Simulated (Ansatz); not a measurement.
Band structure of SnSe (Pnma, 8 atoms in the cell).

```
SnSe
1.0
   11.92574     0.00000     0.00000
    0.00000     4.21868     0.00000
    0.00000     0.00000     4.80621
Sn Se
4 4
Direct
  0.61879   0.75000   0.37655
  0.38121   0.25000   0.62345
  0.88121   0.25000   0.87655
  0.11879   0.75000   0.12345
  0.14855   0.25000   0.50918
  0.85145   0.75000   0.49082
  0.35145   0.75000   0.00918
  0.64855   0.25000   0.99082
```

Method: PBE (plane waves, PAW; Ansatz, an electronic-structure program).

Settings: basis.ecutwfc = 30.9 Ry; kpoints.mp_grid.grid = 1 3 3; hamiltonian.xc = pbe; hamiltonian.pseudopotentials = {kind: paw} (the program's default PAW files); scf.occupations.method = fixed; kpoints.band_path.npoints = 8.

The starting cell comes from a database of computed structures (which also holds hypothetical and non-ambient phases and stackings), without a prior relaxation at this level. Its lattice was rescaled by a random factor within 2.5 % of one.

Predict the gap along the standard path and the places of the band edges.

The gap along the path is 0.79 eV, from a point between Y and Γ to a point between Γ and X; the smallest direct gap on it is 1.13 eV.

Levels in eV from the top of the valence band on the path, bands 57 to 64:
```json
[
 {"point": "Γ", "57": "-1.15", "58": "-0.75", "59": "-0.53", "60": "-0.15", "61": "1.10", "62": "2.58", "63": "2.84", "64": "2.90"},
 {"point": "X", "57": "-1.00", "58": "-1.00", "59": "-0.83", "60": "-0.83", "61": "1.19", "62": "1.19", "63": "1.39", "64": "1.39"},
 {"point": "S", "57": "-1.76", "58": "-1.76", "59": "-1.00", "60": "-1.00", "61": "2.66", "62": "2.66", "63": "2.87", "64": "2.87"},
 {"point": "Y", "57": "-0.76", "58": "-0.76", "59": "-0.15", "60": "-0.15", "61": "1.40", "62": "1.40", "63": "1.77", "64": "1.77"},
 {"point": "Z", "57": "-1.35", "58": "-1.35", "59": "-0.30", "60": "-0.30", "61": "2.45", "62": "2.45", "63": "2.61", "64": "2.61"},
 {"point": "U", "57": "-1.08", "58": "-1.08", "59": "-1.08", "60": "-1.08", "61": "1.53", "62": "1.53", "63": "1.53", "64": "1.53"},
 {"point": "R", "57": "-1.13", "58": "-1.13", "59": "-1.13", "60": "-1.13", "61": "2.56", "62": "2.56", "63": "2.56", "64": "2.56"},
 {"point": "T", "57": "-0.43", "58": "-0.43", "59": "-0.21", "60": "-0.21", "61": "1.44", "62": "1.44", "63": "1.88", "64": "1.88"}
]
```

Keys are those of Ansatz 0.2.
